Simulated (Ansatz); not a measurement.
```yaml
crystal:
  lattice:
    - [-0.02345, 1.90260, 1.90663]
    - [1.89404, -0.02259, 1.90577]
    - [1.88270, 1.89039, -0.01124]
  atoms:
    - { symbol: Ir, position: [0.00000, 0.00000, 0.00000] }
```

No spin polarisation.

Calculations: Kohn–Sham DFT with the r2SCAN functional, run in Ansatz (a quantum-chemistry and plane-wave program) with PAW and 500 eV plane waves, spin-orbit coupling left out. Settings: 21×21×21 k-points, 0.05 eV Fermi–Dirac smearing.

Q: Estimate the band gap.

A: Zero.

Q: Estimate the space group.

A: P-1 (No. 2).

Q: Predict the pressure (mean of the normal stresses, compression positive).

A: 10.1 GPa.

The cells carry an imposed strain or load. Whether these cells are dynamically stable was not tested. The final runs are not spin-polarised. The cell was made from Ir in the fcc (Cu type) structure (space group Fm-3m, No. 225) by this change: strain tensor (xx, yy, zz, yz, xz, xy) = (−1.15, −0.75, −0.54, −0.27, −0.32, −0.91) %.
